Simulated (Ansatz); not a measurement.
The reference is NbSi2 (space group P6_222, No. 180; a = 4.767 Å, c = 6.576 Å). Axes: x lies along a and z along c of the hexagonal cell.

Computed with PBEsol, PAW, 420 eV (Ansatz, a quantum-chemistry and plane-wave program; no spin-orbit coupling).

Base values:

| Property | Result |
|---|---|
| Pressure | 0.0 GPa |
| Shortest interatomic distance | 4.834 bohr |

Perturbation: the symmetric strain tensor [0.0043 -0.0036 -0.0013; -0.0036 -0.0148 0.0027; -0.0013 0.0027 -0.0013], atoms relaxed at fixed cell.

Estimate the effect on the pressure, energy relative to the base and shortest interatomic distance.

The pressure (mean of the normal stresses, compression positive) goes from zero to 2.3 GPa; the energy rises by 4.4 meV/atom; the shortest interatomic distance decreases by 0.0224 bohr, from 4.834 bohr to 4.811 bohr.

Without a gap, meshes like the base's 11×11×7 leave anisotropic stresses uncertain by several tenths of a GPa, and small strain energies with them. No phonon test of stability was made. The final runs are not spin-polarised. An odd electron count without spin: NbSi2.
